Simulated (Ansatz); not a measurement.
## ZnS (model structure, started from the BeO type, P4₂/mnm, No. 136, 8 atoms in the cell)

All values below come from PBEsol (PAW; Ansatz, a program for electronic structure).

Settings: plane-wave cutoff 520 eV, 6×6×10 k mesh (along the axes of the cell as run), Fermi–Dirac smearing 0.01 eV, scalar-relativistic PAW data made under PBE.

Cell (relaxed at this level):

```
CELL_PARAMETERS angstrom
      6.51771     0.00000     0.00000
      0.00000     6.51771     0.00000
      0.00000     0.00000     3.80789
ATOMIC_POSITIONS crystal
  Zn 0.32523 0.67477 0.00000
  Zn 0.67477 0.32523 0.00000
  Zn 0.82523 0.82523 0.50000
  Zn 0.17477 0.17477 0.50000
  S  0.31358 0.31358 0.00000
  S  0.68642 0.68642 0.00000
  S  0.18642 0.81358 0.50000
  S  0.81358 0.18642 0.50000
```

| Property | Result |
|---|---|
| band gap | 2.25 eV (on the SCF k mesh) |
| bulk modulus | 71.1 GPa |

Note: the bulk modulus is −V dP/dV from two relaxed cells at ±2 % in volume; the relaxation could raise the start's symmetry but not lower it, so the cell can be a saddle point.

Static lattice: no zero-point or thermal effects.

It cost around 4 core-minutes (rough) of CPU time.

A model structure was made by putting elements into a prototype or built by hand; it is no filed structure, need not be a known phase, and can be a saddle point held by its symmetry.
